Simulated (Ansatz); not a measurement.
# Volume per atom of SiGe (model structure, started from the litharge type, P4/nmm, No. 129, 4 atoms in the cell) at several levels of theory

No measured value is used here.

```json
[
 {"level (code)": "PBE (Ansatz)", "value (Å³/atom)": "18.91"},
 {"level (code)": "PBEsol (Ansatz)", "value (Å³/atom)": "…"},
 {"level (code)": "PBE-D3(BJ) (Ansatz)", "value (Å³/atom)": "17.68"}
]
```

Fill in the missing entries.


- PBEsol (Ansatz, a quantum-chemistry and plane-wave program), value (Å³/atom): 17.50

PBE-D3(BJ): a distance lies near a switch of the dispersion term, which can move the cell. Ansatz's density-functional and Hartree–Fock values are scalar-relativistic unless marked +SOC, with PAW data made under PBE.

A model structure was made by putting elements into a prototype or built by hand; it is no filed structure, need not be a known phase, and can be a saddle point held by its symmetry.
